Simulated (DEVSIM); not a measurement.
System: illuminated Si n-on-p cell, one wavelength, with a back-surface field, at 300 K.

Layer 1 from the left is Si, thickness (μm) 0.230, Nd (cm⁻³) 4.1e18, τn (s) 1.2e-7, τp (s) 7.5e-7, absorption coefficient (cm⁻¹) 360. Layer 2 from the left is Si, thickness (μm) 130, Na (cm⁻³) 8.5e16, τn (s) 9.9e-6, τp (s) 9.9e-6, absorption coefficient (cm⁻¹) 360. Layer 3 from the left is Si, thickness (μm) 0.100, Na (cm⁻³) 3.3e18, τn (s) 9.9e-6, τp (s) 9.9e-6, absorption coefficient (cm⁻¹) 360.

Left contact: ohmic, minority hole recombination velocity 10 cm/s. Right contact: ohmic, minority electron recombination velocity 3e5 cm/s. Voltage is applied to the left contact. Recombination: SRH at mid-gap, radiative, Auger. Gap narrowing is on: ΔEg = 6.92 meV × (l + √(l² + 0.5)), l = ln(N/1.3e17 cm⁻³), shared equally by both band edges. Light enters at the left, 3.8e17 photons cm⁻² s⁻¹, one pass, no reflection. Mobility is constant in doping.

This is a model device: material constants are rounded textbook-type values typed into the input, and sizes, dopings and lifetimes were drawn at random. Values at 300 K.

Si: gap (eV) 1.124, affinity (eV) 4.05, permittivity 11.7, Nc (cm⁻³) 2.86e19, Nv (cm⁻³) 3.1e19, μn (cm²/Vs) 1417, μp (cm²/Vs) 470, B (cm³/s) 4.7e-15, Cn (cm⁶/s) 2.8e-31, Cp (cm⁶/s) 9.9e-32.

DEVSIM, 1D drift-diffusion, Boltzmann statistics, complete ionisation; no tunnelling, impact ionisation, image-force lowering or self-heating.

Dark forward current:

```tsv
|V| (V)	|J| (A/cm²)
0.05	1.461e-10
0.10	5.346e-10
0.15	1.715e-9
0.20	5.853e-9
0.25	2.344e-8
0.30	1.147e-7
0.35	6.619e-7
0.40	4.213e-6
0.45	2.812e-5
0.50	0.0001916
0.55	0.001317
0.60	0.009086
0.65	0.06270
0.70	0.4299
0.75	2.824
0.80	15.75
0.85	66.53
0.90	214.7
0.95	530.3
1.00	1026
1.05	1677
1.10	2456
```

Problem. Work out the local ideality factor n = ΔV / (kT/q · ln(J2/J1)) between the rows 0.15 and 0.20 V, 0.60 and 0.65 V, 1.05 and 1.10 V.

Solution. kT/q = 25.85 mV. From 0.15 to 0.20 V: ln(5.853e-9/1.715e-9) = 1.228, n = 1.58. From 0.60 to 0.65 V: ln(0.06270/0.009086) = 1.932, n = 1.00, near the 1 of diffusion or emission over a barrier. From 1.05 to 1.10 V: ln(2456/1677) = 0.382, n = 5.07.

Problem. What current could the absorbed light give at most, and what share is collected?

Solution. Σ αd = 4.69, so qΦ(1 − exp(−Σ αd)) = 60.3 mA/cm². The simulated short-circuit current is 47.94 mA/cm², a share of 0.79.

Problem. Estimate the open-circuit voltage by superposition: the voltage at which the dark current equals that short-circuit current.

Solution. Interpolating ln J in the table gives 0.643 V. The simulation gives 0.643 V, the same within the digits that matter. Superposition holds where collection doesn't change with voltage.

Problem. Estimate the fill factor from FF0 = (v − ln(v + 0.72))/(v + 1), v = qVoc/(nkT), with n from the dark curve.

Solution. The rows about Voc, 0.60 and 0.65 V, give n = 1.00, so v = 24.8 and FF0 = 0.836. The simulation gives 0.835, the same within the digits that matter.
